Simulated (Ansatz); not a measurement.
# rock-salt NbN (1 1 0) on zinc-blende InAs (1 1 0) (film strained to the substrate, started from cuts of the bulks and a machine-learned relaxation; slabs As6In6 and N12Nb12, which can lie off the formulas)

A periodic stack without vacuum, rock-salt NbN (1 1 0) on zinc-blende InAs (1 1 0) (film strained to the substrate, started from cuts of the bulks and a machine-learned relaxation; slabs As6In6 and N12Nb12, which can lie off the formulas): substrate slab As6In6, film N12Nb12, surface cells [[0, -1], [1, -1]] and [[1, 0], [1, 2]], film strained by -1.1 and -1.1 %, outermost planes AsIn/AsIn and NNb/NNb as cut, which need not be the usual terminations and can put a slab off its formula.

The start was prepared with a machine-learned potential, and the result is one local minimum, with the in-plane cell held and forces under 0.04 eV/Å; the film can end far from its bulk form.

Method: PBE (plane waves to 420 eV, PAW; Ansatz, a program for electronic structure). Spin–orbit coupling is left out; the runs are not spin-polarised; PBE gaps are too small against experiment. Its k-point mesh 9×5×1, Fermi–Dirac width 0.05 eV.

- interface area: 27.1 Å²
- period: 23.34 Å
- heights between the nearest atoms of the two slabs at the two interfaces: 2.12 and 2.09 Å
- As–Nb contacts across the interfaces within 1.22 times the sum of covalent radii: 4, mean 2.78 Å
- In–Nb contacts across the interfaces within 1.22 times the sum of covalent radii: 4, mean 3.33 Å
- In–N contacts across the interfaces within 1.22 times the sum of covalent radii: 2, mean 2.29 Å

```xyz
36
Lattice="4.3693 0.0034 0.2180 4.3773 6.1831 -0.0571 -1.3383 -3.6542 23.4884" Properties=species:S:1:pos:R:3 pbc="T T T"
As     4.0628     0.9805     1.1860
As     6.1065     4.3604     3.3790
As     3.8038     1.3975     5.6415
As     5.8748     4.5912     7.7833
As     3.5666     1.5821    10.0441
As     5.6446     4.5958    12.2511
In     3.9088    -0.2863     3.5666
In     6.2380     2.5518     1.4116
In     3.6831    -0.0399     7.9039
In     5.9918     2.9487     5.6629
In     3.4632    -0.0252    12.1774
In     5.7574     3.1102    10.0076
N      3.3161     0.2886    14.4508
N      7.6871     3.3090    14.5907
N      0.9698    -1.2675    16.0697
N      5.3021     1.8014    16.1458
N      3.1917    -2.6767    17.7401
N      3.2779     0.3535    17.5636
N      5.1003     1.9404    19.3210
N      0.7518    -1.2113    19.1787
N      2.9992     0.5023    20.7433
N      2.9679    -2.6146    20.8535
N      0.6278    -0.9669    22.4026
N      5.0357     2.0348    22.3327
Nb     3.1811    -1.2152    15.9791
Nb     3.1407     1.8671    15.8877
Nb     5.5010     0.2125    14.7718
Nb     5.4868     3.3639    14.6177
Nb     2.9340     1.9418    18.9978
Nb     2.9387    -1.0238    19.2008
Nb     1.0063    -2.8474    17.7285
Nb     5.4294     0.3184    17.8632
Nb     2.8179    -1.0459    22.2684
Nb     2.8622     2.1258    22.1193
Nb     5.1655     0.4010    21.0119
Nb     0.7603    -2.6002    20.9591
```
